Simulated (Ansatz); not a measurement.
Gap of a one-dimensional SrO body, 8 atoms a period at several levels, all on one geometry.

```
CELL_PARAMETERS angstrom
     13.50000     0.00000     0.00000
      0.00000    13.50000     0.00000
      0.00000     0.00000     4.89241
ATOMIC_POSITIONS crystal
  Sr 0.40707 0.40707 0.00000
  O  0.41513 0.41513 0.50000
  O  0.41513 0.58487 0.00000
  Sr 0.40707 0.59293 0.50000
  O  0.58487 0.41513 0.00000
  Sr 0.59293 0.40707 0.50000
  Sr 0.59293 0.59293 0.00000
  O  0.58487 0.58487 0.50000
```

Levels: PBE (plane waves to 420 eV, PAW; Ansatz, a quantum-chemistry and plane-wave program); r2SCAN (plane waves to 500 eV, PAW; Ansatz); Ansatz with HSE06. Unmarked values and the geometry are of the first. Mesh 1×1×62. No spin polarisation. It repeats along c; a and b span vacuum. A hypothetical model. Only distortions within the start's symmetry and period were free. HSE06 ran on a 1×1×4 mesh and at PBE's edge points.

```json
[
 {"level": "PBE", "gap (eV)": "1.79"},
 {"level": "r2SCAN", "gap (eV)": "2.29"},
 {"level": "HSE06", "gap (eV)": "?"}
]
```

Problem. Some entries are withheld; supply them.

Solution. 
- HSE06, gap (eV): 2.85
